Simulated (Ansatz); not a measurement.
Take Sn in the diamond structure (space group Fd-3m, No. 227) as the base.

```yaml
crystal:
  lattice:
    - [0.00000, 3.28439, 3.28439]
    - [3.28439, 0.00000, 3.28439]
    - [3.28439, 3.28439, 0.00000]
  atoms:
    - { symbol: Sn, position: [0.50000, 0.50000, 0.50000] }
    - { symbol: Sn, position: [0.75000, 0.75000, 0.75000] }
```

Cartesian axes are those of the cell as printed.

Computed with Ansatz (a quantum-chemistry and plane-wave program), r2SCAN, PAW, cutoff 500 eV, spin-orbit coupling left out, earlier PAW set.

Base values:

- Pressure: 0.0 GPa
- Shortest interatomic distance: 284.4 pm

It is then changed as follows: biaxial strain −2.05 %, plane normal [110], relaxed out of plane (Cartesian); in-plane vectors clamped, the third vector and the atoms free.

Question: How does this affect the pressure?

Answer: The pressure (mean of the normal stresses, compression positive) goes from zero to 1.3 GPa.

Question: Estimate the effect on the energy relative to the base.

Answer: The energy grows by 8.4 meV/atom.

Question: How does this affect the shortest interatomic distance?

Answer: The shortest interatomic distance shrinks by 3.58 pm (284.4 pm → 280.9 pm).

Whether these cells are dynamically stable was not tested.
